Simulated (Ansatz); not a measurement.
Start from CoPdO$_{2}$ (space group R-3m, No. 166; a = 2.8255 Å, c = 17.7539 Å (hexagonal axes); not spin-polarised; relaxed with 0.1 eV smearing). Axes: x lies along a and z along c of the hexagonal cell.

All numbers come from r2SCAN/PAW in Ansatz (a quantum-chemistry and plane-wave program), scalar-relativistic without spin-orbit coupling.

Perturbation: an isotropic linear strain of −1.51 %; the atoms relax in the strained cell.

**Question.** Predict the stress tensor and what it implies for the stiffness.

**Answer.** Stress of the strained cell less that of the base (GPa, compression positive):
```
   10.5     0.0     0.0
    0.0    10.5     0.0
    0.0     0.0    14.9
```

Then B = −ΔP/(ΔV/V₀) with ΔV/V₀ = -0.0446 gives secant stiffness values (nonlinear terms included at this strain): B (at held cell shape, above the free-shape value) ≈ 268 GPa.

As a check, the harmonic strain energy −½ V₀ Δσ:ε is 17 meV/atom; the computed energy rise is 16 meV/atom.

Whether these cells are dynamically stable was not tested. No Hubbard U is applied and the magnetic state is the run's own (CoPdO2 not spin-polarised); small cells can't hold the antiferromagnetic order that many such compounds have, so gaps and moments can be off. The final runs are not spin-polarised.
